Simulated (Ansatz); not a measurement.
# What electrons 2.0×10^21 cm⁻³ does to WS2

Start from WS2 (space group P6_3/mmc, No. 194; a = 3.1540 Å, c = 12.1415 Å; layered, stacked along the Cartesian z axis).

It is then changed as follows: electron doping at 2.0×10^21 cm⁻³ (0.209 per cell), with a uniform compensating background at fixed cell and a 300 K Fermi–Dirac width.

Method: DFT with PBE-D3(BJ), PAW potentials and a 420 eV plane-wave cutoff in Ansatz (a quantum-chemistry and plane-wave program), no spin-orbit coupling. Settings: 17×17×4 k-points, 0.0259 eV Fermi–Dirac smearing.

The gap between the host's bands drops by 0.017 eV (0.88 eV → 0.87 eV) and the gap character is still indirect, Γ → K–Γ (47 % along). The Fermi level relative to the doped band's edge (positive inside the band; to 0.05 eV) comes out as +0.30 eV.

Cost of the whole job for the changed cell (relaxation, final SCF and bands): around 50 core-seconds (rough).

Carriers are added with a uniform compensating background; total energy and stress of such cells depend on the potential's zero and are not compared; many-body gap narrowing is missing at this level. Spin-orbit coupling, missing from the scalar runs, can matter with W. Whether these cells are dynamically stable was not tested.
